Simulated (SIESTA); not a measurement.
A self-consistent single point of TiAsPd (P-62m, 9 atoms in the cell) with SIESTA.

Computed with GGA PBEsol, numerical atomic orbitals DZP, PseudoDojo PBEsol standard norm-conserving potentials (rewritten from UPF to PSML) (SIESTA).

```
TiAsPd
1.0
    6.59439     0.00000     0.00000
   -3.29719     5.71091     0.00000
    0.00000     0.00000     3.82517
Ti As Pd
3 3 3
Direct
  0.59409   0.00000   0.00000
  0.40591   0.40591   0.00000
  0.00000   0.59409   0.00000
  0.33333   0.66667   0.50000
  0.66667   0.33333   0.50000
  0.00000   0.00000   0.00000
  0.26217   0.00000   0.50000
  0.73783   0.73783   0.50000
  0.00000   0.26217   0.50000
```
Moments meant for the start (each program seeds them in its own way; μB, in the order of the atoms Ti Ti Ti As As As Pd Pd Pd): 1.0 1.0 1.0 0.0 0.0 0.0 0.0 0.0 0.0.

Reference input (self-consistent single point, DFT, GGA PBEsol, numerical atomic orbitals DZP, PseudoDojo PBEsol standard norm-conserving potentials (rewritten from UPF to PSML)): XC.functional = GGA; XC.authors = PBEsol; potentials = PseudoDojo PBEsol standard; PAO.BasisSize = DZP; PAO.EnergyShift = 0.005 Ry; MeshCutoff = 400 Ry; kgrid.MonkhorstPack = 4 4 6; OccupationFunction = MP; OccupationMPOrder = 1; ElectronicTemperature = 0.2 eV; Spin = polarized; DM.InitSpin = [1 +1.00, 2 +1.00, 3 +1.00, 4 +0.00, 5 +0.00, 6 +0.00, 7 +0.00, 8 +0.00, 9 +0.00]. This run's input differs from it in these lines:

```diff
@@ -40,4 +40,3 @@
 %endblock kgrid.MonkhorstPack
-OccupationFunction           MP
-OccupationMPOrder            1
+OccupationFunction           FD
 ElectronicTemperature        0.2 eV
```

Log, with long lists cut:

```
        iscf     Eharris(eV)        E_KS(eV)     FreeEng(eV)     dDmax    Ef(eV) dHmax(eV)
   scf:    1   -24418.961566   -24490.542434   -24491.260062  0.475659 -4.321617  9.264709
     spin moment: {S} , |S| = {        0.0        0.0    1.49237 }     1.49237
   scf:    2   -24501.482994   -24497.350953   -24498.139288  0.088815 -4.657683  4.364659
     spin moment: {S} , |S| = {        0.0        0.0    1.62084 }     1.62084
   scf:    3   -24498.438842   -24498.545609   -24499.408764  0.039772 -4.914277  2.625719
     spin moment: {S} , |S| = {        0.0        0.0    1.69172 }     1.69172
   [... lines left out ...]
     spin moment: {S} , |S| = {        0.0        0.0    0.00356 }     0.00356
   scf:   24   -24498.839807   -24498.839810   -24499.779847  0.000153 -5.098490  0.000133
     spin moment: {S} , |S| = {        0.0        0.0    0.00133 }     0.00133
   scf:   25   -24498.839811   -24498.839810   -24499.779847  0.000046 -5.098488  0.000115
     spin moment: {S} , |S| = {        0.0        0.0    0.00056 }     0.00056
   scf:   26   -24498.839812   -24498.839811   -24499.779847  0.000009 -5.098489  0.000079
     spin moment: {S} , |S| = {        0.0        0.0    0.00043 }     0.00043
SCF Convergence by DM+H criterion
max |DM_out - DM_in|         :     0.0000090048
max |H_out - H_in|      (eV) :     0.0000788379
SCF cycle converged after 26 iterations

Using DM_out to compute the final energy and forces

siesta: E_KS(eV) =           -24498.8398

siesta: E_KS - E_eggbox =    -24498.8398

siesta: Atomic forces (eV/Ang):
     1    0.009260    0.000083   -0.000000
     2   -0.004540   -0.007863   -0.000000
     3   -0.004558    0.008060   -0.000000
     4    0.000091    0.000116    0.000000
     5    0.000055    0.000129    0.000000
     6   -0.000083   -0.000141   -0.000000
     7   -0.245325   -0.000142   -0.000000
     8    0.122563    0.212288   -0.000000
     9    0.122539   -0.212529    0.000000
   Tot    0.000001    0.000002    0.000000
   Max    0.245325
   Res    0.081811    sqrt( Sum f_i^2 / 3N )
   [... lines left out ...]
siesta: FreeEng =    -24499.779847
siesta: Cell volume =        144.055754 Ang**3
siesta:         -31.64091786        -33.09987795  kBar
   [... lines left out ...]
     2     0.652234   11.347766    0.000153  Ti
     3     0.652161   11.347839    0.000140  Ti
     4    -0.546918   15.546918    0.000008  As
     5    -0.546918   15.546918    0.000008  As
     6    -0.247736   15.247736   -0.000005  As
     7    -0.204972   18.204972   -0.000003  Pd
     8    -0.205045   18.205045   -0.000003  Pd
     9    -0.204971   18.204971   -0.000003  Pd
 Total    -0.000000                0.000433
```

The run converged in 26 iterations. Against the reference run the free energy drops by 55.9 meV/atom, the pressure goes from -3.69 to -3.16 GPa, the largest force goes from 0.196 to 0.245 eV/Å and the size of the net moment goes from 0.15 to 0.00 μB/atom.

The starting cell comes from a database of computed structures (which also holds hypothetical and non-ambient phases and stackings), without a prior relaxation at this level. The starting moments vanished: the run ended non-magnetic. Values carry the incompleteness of an atom-centred basis. With a pressure of about -3 GPa the cell is away from its equilibrium volume at this level.

Cost on one core of a shared machine: roughly 7 min.
